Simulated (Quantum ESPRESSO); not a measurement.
# Pressure against volume in rock-salt HfN (space group 225) (Quantum ESPRESSO, PBEsol)

```yaml
crystal:
  lattice:
    - [0.00000, 2.19438, 2.19438]
    - [2.19438, 0.00000, 2.19438]
    - [2.19438, 2.19438, 0.00000]
  atoms:
    - { symbol: Hf, position: [0.00000, 0.00000, 0.00000] }
    - { symbol: N, position: [0.50000, 0.50000, 0.50000] }
```

Level of theory: PBEsol, GBRV 1.5 ultrasoft (PBESOL) pseudopotentials (plane waves; Quantum ESPRESSO). Settings: ecutwfc = 52 Ry; ecutrho = 416 Ry; occupations = smearing; smearing = fermi-dirac; degauss = 0.0036749 Ry; potentials = {Hf: hf_pbesol_v1.uspp.F.UPF, N: n_pbesol_v1.2.uspp.F.UPF}; K_POINTS = automatic 22 22 22 0 0 0; conv_thr = 1e-10 Ry. The cell above is the first row's. The rows scale it uniformly. In all rows fractional positions and the k mesh are held.

| V (Å^3/atom) | P (GPa) |
|---|---|
| 10.567 | ? |
| 10.796 | 16.84 |
| 11.026 | 9.58 |
| 11.256 | 3.05 |
| 11.485 | -2.81 |
| 11.715 | -8.07 |
| 11.945 | -12.79 |
| 12.175 | -17.03 |
| 12.404 | -20.84 |

Fit P of the 8 rows that show it with a cubic. With u = V - 11.6, the rows have u = -0.8040, -0.5740, -0.3440, -0.1150, 0.1150, 0.3450, 0.5750, 0.8040. Least squares gives P = -5.507 - 22.8886·u + 5.4282·u² - 0.8416·u³. Residuals (row less fit): -0.002, 0.001, 0.007, -0.008, -0.001, 0.002, 0.003, -0.002; standard error 0.006 (degrees of freedom: 4). The fitted pressure is zero at V0 = 11.37, where dP/dV = -25.49, so B0 = -V0·dP/dV = 290 GPa.

**Question.** Predict the withheld P at V = 10.567 from the fit, and compare with the calculation.

**Answer.** u = -1.0330, so P = -5.507 - 22.8886 × (-1.0330) + 5.4282 × (-1.0330)² - 0.8416 × (-1.0330)³ = 24.857 GPa. The calculation gives 24.94 GPa, 0.083 GPa above the prediction (0.2 % of the range of P in the table). The row lies outside the fitted rows, so this is an extrapolation. From the scatter of the fitted rows alone, a prediction at this place has a standard error of 0.016 GPa, so the miss is 5.3 times that.

Carrying the step between the two nearest rows on in a straight line would have given 24.07, off by 0.87; series whose last step already gives the withheld value aren't shown. The scan was laid around a cell of about the measured size, scaled by a guess for this functional. The runs keep the symmetry of the cell, so they don't test it for distortions. Spin-orbit coupling is off. Cutoffs and mesh are single choices, not tested for convergence of this quantity. Series with a scatter that would blur these digits, or in which a gap closes, are not shown.

Terms beyond the fitted order, or numerical noise in single rows, can give a miss of this size; the table doesn't tell which.
